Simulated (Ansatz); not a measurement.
The reference is GaSb in the zinc blende structure (space group F-43m, No. 216; a = 6.134 Å).

Computed with DFT with r2SCAN, PAW potentials and a 500 eV plane-wave cutoff in Ansatz (a quantum-chemistry and plane-wave program), spin-orbit coupling left out, earlier PAW set.

One change was made to it. Results:

```json
[
 {"quantity": "width of the top valence band", "base": "3.21 eV", "after": "3.75 eV"},
 {"quantity": "volume per atom", "base": "28.84 Å³", "after": "25.86 Å³"}
]
```

Task: Which change produced these results?
A. pressure 1.5 GPa
B. pressure −1 GPa
C. pressure 7.5 GPa
D. pressure −2 GPa

Result: C, pressure 7.5 GPa. For comparison, the volume per atom in the other runs: pressure −2 GPa gives 30.08 Å³; pressure −1 GPa gives 29.42 Å³; pressure 1.5 GPa gives 28.09 Å³.

Spin-orbit coupling, missing from the scalar runs, can matter with Sb. The levels and masses belong to the bands next to the band gap. Load acts through the strain it causes; cell and atoms are relaxed under it. No phonon test of stability was made. Tetrahedral semiconductors of this kind turn to denser phases somewhere between about 1 and 50 GPa; those were not computed, so compressed cells here can lie past the real transition.
